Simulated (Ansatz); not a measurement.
An Ansatz (an electronic-structure program) input for germanene alone, frozen as in the stack (germanene a predicted or substrate-bound sheet, here free):

Ansatz 0.2 input:
```yaml
crystal:
  lattice:
    - [4.02076257, 0.0, 0.0]
    - [-2.010381285, 3.482082529, 0.0]
    - [0.0, 0.0, 22.71]
  atoms:
    - { symbol: Ge, position: [0.666666667, 0.333333333, 0.558128693] }
    - { symbol: Ge, position: [0.333333333, 0.666666667, 0.593985926] }
  symmetry: { detect: true }
basis:
  ecutwfc: 420
  ecutrho_ratio: 4
  xc_grid: 2
kpoints:
  mp_grid: { grid: [12, 12, 1] }
hamiltonian:
  xc: pbe
  dispersion: none
  pseudopotentials: { kind: paw }
scf:
  n_extra_bands: 13
  occupations: { method: fermi_dirac, width: 0.05 }
output:
  forces: true
  eigenvalues: true
efield:
  axis: 3
  dipole_correction: true
```

All values below come from PBE (plane waves to 420 eV, PAW; Ansatz). No spin–orbit coupling. Its k-point mesh 12×12×1, Fermi–Dirac width 0.05 eV. A dipole correction is on.

Problem. Write the closing report of this run, without the band table and long remarks, to eight decimals at most.

Solution. 
```
SCF converged after 6 iterations
Free energy (F): -8588.975770 eV
Harris-Foulkes:  -8588.975770 eV  (|F-HF|=2.81e-8)
Internal energy: -8588.972828 eV  (E = F + TS)
E sigma→0 (E₀):  -8588.974299 eV
Entropy (-TS):   -0.002942 eV (-1.471 meV/atom)
Fermi energy:    -2.673512 eV
Dipole field:    D = -0.000026 V/Å  (p = -0.000045 e·Å, saw-weighted, corrected)
Work function:   Φ+ = 4.4658 eV   Φ− = 4.4653 eV
Levels:          The Fermi level and band energies are counted from a zero that moves with the ramp; work functions are not
--- Per-component energies (eV) ---
  E_band       = -595.614794
  E_kinetic    = 219.610409
  E_local      = -20553.850813  (includes V_loc(G=0)·N_el)
  E_nonlocal   = 833.612618
  E_hartree    = 9825.433562
  E_xc         = -149.318769
  E_vxc        = -126.503779  (∫ρ·V_xc dr)
  E_paw        = -4036.142415  (= ΣΔE_a)
  E_vpaw       = -619.346185  (= ΣTr[D̂ρ^β])
  E_aug_tail   = 0.000628  (compensation charges beyond the density's cutoff)
  E_efield     = 0.000000  (sawtooth field / dipole correction)
  E_vefield    = 0.000000  (∫n·V_field dr)
  E_ewald      = 5271.681951
  E_smearing   = -0.002942  (= −TS)
  E_closure    = 0.000000  (closes the sum)
  Σ components = -8588.975770   (vs F -8588.975770, Δ=0.00e0)
--- Forces (eV/Å), atoms counted from 1 ---
  atom   1  Ge     0.00000000    0.00000000     0.52885756
  atom   2  Ge    0.00000000     0.00000000    -0.52882038
  max |Σ_I F_I| component: 3.72e-5 eV/Å
```

Cost: about 5 core-seconds (a rough figure).
